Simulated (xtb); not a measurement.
xtb 6.7.1, GFN1-xTB: C[C](C)N=C(C)NC(C)(C)C, charge 0, multiplicity 2, 30 atoms. The geometry is a generated start, not checked to be a minimum at this level.

- method = GFN1-xTB
- --acc = 1 (default)
- --etemp (K) = 300 (default)
- detailed input (--input) = none: ANC optimiser, Lindh (1995) Hessian, microcycle=20, maxdispl=1.0, hlow=0.01 (default)
- basis functions = 82
- valence electrons = 65

```xyz
30

C      3.1712    -0.7709    -0.7242
C      2.1755     0.2800    -0.3226
C      2.6001     1.6947    -0.5869
N      0.9475     0.1226     0.0976
C      0.2872    -0.8936     0.5764
C      0.8587    -2.1791     1.1181
N     -1.0768    -0.7627     0.7376
C     -1.8968     0.2755     0.1283
C     -3.3576    -0.0800     0.4117
C     -1.6682     0.3449    -1.3874
C     -1.5517     1.6200     0.7745
H      4.1755    -0.4656    -0.4242
H      2.9560    -1.7441    -0.2946
H      3.1758    -0.8788    -1.8156
H      3.4497     1.9669     0.0415
H      1.7813     2.3768    -0.3741
H      2.9077     1.8223    -1.6272
H      0.1660    -2.6383     1.8215
H      1.0522    -2.8937     0.3150
H      1.7944    -1.9832     1.6384
H     -1.5604    -1.6275     0.9245
H     -3.6325    -1.0055    -0.0914
H     -3.5202    -0.1985     1.4812
H     -4.0109     0.7107     0.0511
H     -1.8773    -0.6191    -1.8473
H     -2.3199     1.0915    -1.8317
H     -0.6357     0.6110    -1.5866
H     -2.1281     2.4192     0.3168
H     -0.4927     1.8136     0.6403
H     -1.7699     1.5909     1.8393
```

Charge 0 and multiplicity 2 are set for this test and not shown to be the ground state. GFN-xTB has no spin term: --uhf 1 sets the occupations alone.

The structure is relaxed from this start with --opt LEVEL for the levels crude, sloppy, loose, lax, normal, tight, vtight, extreme, once each. Up to the end of the extreme run atoms move by at most 0.78 Å along an axis.

**Question.** Choose the cheapest level whose final energy lies within 20 meV of that of extreme.

**Answer.** normal: 37 cycles against 62, ending 0.61 meV above.

```json
[
 {"level": "crude", "cycles": "3", "energy above the extreme run (meV)": "58", "gradient norm (eV/Å)": "0.17"},
 {"level": "sloppy", "cycles": "4", "energy above the extreme run (meV)": "56", "gradient norm (eV/Å)": "0.13"},
 {"level": "loose", "cycles": "6", "energy above the extreme run (meV)": "54", "gradient norm (eV/Å)": "0.097"},
 {"level": "lax", "cycles": "8", "energy above the extreme run (meV)": "53", "gradient norm (eV/Å)": "0.052"},
 {"level": "normal", "cycles": "37", "energy above the extreme run (meV)": "0.61", "gradient norm (eV/Å)": "0.040"},
 {"level": "tight", "cycles": "42", "energy above the extreme run (meV)": "0.19", "gradient norm (eV/Å)": "0.013"},
 {"level": "vtight", "cycles": "55", "energy above the extreme run (meV)": "0.020", "gradient norm (eV/Å)": "0.0023"},
 {"level": "extreme", "cycles": "62", "energy above the extreme run (meV)": "—", "gradient norm (eV/Å)": "0.0014"}
]
```
